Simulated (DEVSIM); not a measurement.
System: abrupt Si n-p junction, at 350 K.

```
layer (left to right)  material  thickness (μm)  Nd (cm⁻³)  Na (cm⁻³)  τn (s)  τp (s)
---------------------  --------  --------------  ---------  ---------  ------  ------
1                            Si           0.330     1.2e15          -  9.8e-6  9.8e-6
2                            Si             140          -     3.5e16  9.8e-6  9.8e-6
```

Left contact: ohmic. Right contact: ohmic. Voltage is applied to the left contact. Recombination: SRH at mid-gap, Auger. Mobility is μmin + (μ − μmin)/(1 + (N/Nref)^α).

The device is made up for the run: typed textbook-type constants, with dimensions and the other settings drawn at random. Values at 300 K; Nc and Nv go as T^1.5, mobilities as T to minus their exponent, the gap by Varshni's rule with the affinity fixed.

```
parameter               Si
----------------  --------
gap (eV)             1.124
affinity (eV)         4.05
permittivity          11.7
Nc (cm⁻³)          2.86e19
Nv (cm⁻³)           3.1e19
μn (cm²/Vs)           1417
μp (cm²/Vs)            470
μn,min                  52
μp,min                  45
Nref,n              9.7e16
Nref,p              2.2e17
αn                    0.68
αp                    0.72
T exponent of μn       2.3
T exponent of μp       2.2
Cn (cm⁶/s)         2.8e-31
Cp (cm⁶/s)         9.9e-32
Varshni α (eV/K)  0.000473
Varshni β (K)          636
```

DEVSIM, 1D drift-diffusion, Boltzmann statistics, complete ionisation; no tunnelling, impact ionisation, image-force lowering or self-heating.

The thickness of layer 1 was swept, all else fixed.

| thickness of layer 1 (μm) | dark forward voltage at 100 A/cm² (V) | largest field in the device at zero bias (V/cm) | dark forward voltage at 1 A/cm² (V) |
|---|---|---|---|
| 0.066 | 1.326 | 50000 | 0.269 |
| 0.12 | 1.346 | 37000 | 0.282 |
| 0.2 | 1.372 | 27000 | 0.298 |
| 0.33 | 1.404 | 20000 | 0.323 |
| 0.56 | 1.428 | 17000 | 0.359 |
| 0.99 | 1.433 | 16000 | 0.395 |
| 1.7 | [?] | 16000 | [?] |

Problem. Fill in the missing entries.

Solution. 
- 1.7, dark forward voltage at 100 A/cm² (V): 1.412
- 1.7, dark forward voltage at 1 A/cm² (V): 0.420
